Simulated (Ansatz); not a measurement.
The parent structure is BeSe in the zinc blende structure (space group F-43m, No. 216; a = 5.082 Å).

All numbers come from LDA (Ansatz, a first-principles code; PAW; 420 eV plane waves; no SOC).

Base values:

| Property | Result |
|---|---|
| Band gap | 2.40 eV |
| Smallest direct gap | 4.43 eV |
| Lattice parameter a | 5.082 Å |

It is then changed as follows: hydrostatic tension (pressure −1 GPa).

Question: What happens to the band gap, smallest direct gap and lattice parameter a?

Answer: The band gap increases by 0.03 eV, from 2.40 eV to 2.43 eV; the smallest direct gap falls by 0.09 eV, from 4.43 eV to 4.34 eV; the lattice parameter a grows by 0.020 Å, from 5.082 Å to 5.102 Å.

Load acts through the strain it causes; cell and atoms are relaxed under it. No phonon test of stability was made.
